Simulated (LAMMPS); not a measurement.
LAMMPS 22 Jul 2025, classical MD, EAM (Finnis-Sinclair form) (Fe_mm.eam.fs): Fe, 128000 atoms.

* **task**: MD, nve
* **potential**: EAM (Finnis-Sinclair form), Fe_mm.eam.fs
* **copies of the repeat unit**: 40×40×40
* **shape (slab and sphere leave vacuum in the box)**: bulk
* **temperature**: 800 K
* **steps**: 800
* **timestep**: 2 fs
* **thermo**: 100
* **comm_style**: brick (default)
* **box**: 114.6 × 114.6 × 114.6 Å
* **start**: generated bcc lattice, warmed in an untimed run
* **compared values**: energy and forces of the first step, drift over the run

Machine: one whole node, Arm Neoverse V2, 96 cores on 1 socket, no SMT, 1 L3 cache group.

Each time is the median wall time of two to five repeats, run one at a time on the otherwise empty machine; start-up is included. Unless noted, each process is bound to its own block of adjacent cores. The times hold for this build (PyPI wheel: MPICH, OPENMP and OPT packages). Scratch files lie in a memory file system. A preparatory run goes ahead and isn't timed.

All on 32 ranks. Base settings, kept where nothing else is said: skin = 2 Å, neigh_modify = every 1 delay 0 check yes, sort = 1000 (default), newton = on (default). The candidates, on 32 cores each, agree within 1.0 meV/atom in energy, 10 meV/Å in forces on 48 atoms, 0.20 meV an atom in drift of the total energy:
A. the base settings
B. skin = 4 Å
C. neigh_modify = every 1 delay 0 check no
D. neigh_modify = every 10 delay 0 check yes
E. sort = 0
F. skin = 0.2 Å
G. newton = off
H. skin = 0.5 Å

Pick the fastest of these ways to run it.

H (skin = 0.5 Å), 3.3 s. At the other end C takes 3.1× as long.

| candidate | wall time | repeats | neighbour list builds |
|---|---|---|---|
| H | 3.3 s | 2 runs within 1 % | 105 |
| F | 3.6 s | 2 runs within 1 % | 265 |
| D | 4.7 s | 3 runs within 1 % | 17 |
| A | 4.7 s | 3 runs within 1 % | 19 |
| E | 4.7 s | 3 runs within 1 % | 19 |
| B | 5.3 s | 3 runs within 1 % | 0 |
| G | 5.6 s | 2 runs within 1 % | 19 |
| C | 10 s | 2 runs within 1 % | 800 |

From the slowest to the fastest: List entries an atom go from 70 to 31, Neigh from 5.3 to 0.32 s and Pair from 4.4 to 2.6 s.
